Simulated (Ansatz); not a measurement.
The cell is built on a prototype and need not be the phase stable at ambient conditions.

By r2SCAN, the system below comes out a metal.

Data:

```xyz
5
Lattice="3.5628 0.0000 0.0000 0.0000 5.9328 0.0000 1.7814 0.0000 3.0855" Properties=species:S:1:pos:R:3 pbc="T T T"
As     1.7814     4.5688     1.0285
As     3.5628     1.3640     2.0570
Be     0.0000     0.0000     0.0000
Be     1.7814     2.3378     1.0285
Be     3.5628     3.5950     2.0570
```

Space group of this cell: P-3m1. The cell was relaxed by PBE-D3(BJ); by r2SCAN its mean pressure is 4.4 GPa.

The current flows along the normal of the first two printed cell vectors. No spin-orbit coupling; the value is a mean over 0.1 eV about the Fermi level.

Q: State the ballistic conductance per area according to Ansatz (an electronic-structure program) with r2SCAN.

A: 0.21 × 10¹⁵ S/m² for both spins.
